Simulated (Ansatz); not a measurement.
Take NiSi2 (space group Fm-3m, No. 225; non-magnetic) as the base.

```yaml
crystal:
  lattice:
    - [0.00000, 2.69349, 2.69349]
    - [2.69349, 0.00000, 2.69349]
    - [2.69349, 2.69349, 0.00000]
  atoms:
    - { symbol: Ni, position: [0.00000, 0.00000, 0.00000] }
    - { symbol: Si, position: [0.25000, 0.25000, 0.25000] }
    - { symbol: Si, position: [0.75000, 0.75000, 0.75000] }
```

Calculations: r2SCAN, PAW, 500 eV (Ansatz, a quantum-chemistry and plane-wave program; spin-orbit coupling left out).

Before the change:

| Quantity | Result |
|---|---|
| Volume per atom | 13.03 Å³ |
| Band gap | zero |

Perturbation: cell and atoms relaxed at a pressure of 50 GPa.

Q: Predict the new volume per atom.

A: The volume per atom decreases by 2.30 Å³ (13.03 Å³ → 10.73 Å³).

Q: How does this affect the band gap?

A: The band gap is still zero.

Load acts through the strain it causes; cell and atoms are relaxed under it. Stability against distortions was not tested. No other phases were tried under pressure. Seeded moments were not kept for the base. All final runs are without spin polarisation.
